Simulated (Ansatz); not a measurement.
Start from AlN in the wurtzite structure (space group P6_3mc, No. 186; a = 3.1067 Å, c = 4.9785 Å). Axes: x lies along a and z along c of the hexagonal cell.

The change: uniaxial strain ε_yy = +2.37 %, all other strain components held at zero, atoms relaxed at fixed cell.

The values are results of Ansatz (an electronic-structure program), r2SCAN, PAW, cutoff 500 eV, no SOC, not measurements.

Question: Give the band edges at the high-symmetry points of the new zone, measured from its valence-band maximum.

Answer: 
| point | valence edge (eV) | conduction edge (eV) |
|---|---|---|
| Γ | 0.00 | 4.60 |
| Y | -0.63 | 6.52 |
| C₀ | -2.41 | 5.68 |
| Σ₀ | -2.41 | 5.68 |
| Z | -0.57 | 6.90 |
| A₀ | -0.82 | 8.04 |
| E₀ | -0.82 | 8.04 |
| T | -1.40 | 5.93 |
| S | -0.84 | 6.25 |
| R | -1.39 | 5.86 |

The gap is 4.60 eV, direct at Γ.

No phonon test of stability was made. Labels are those of the standard path for the cell's own space group.
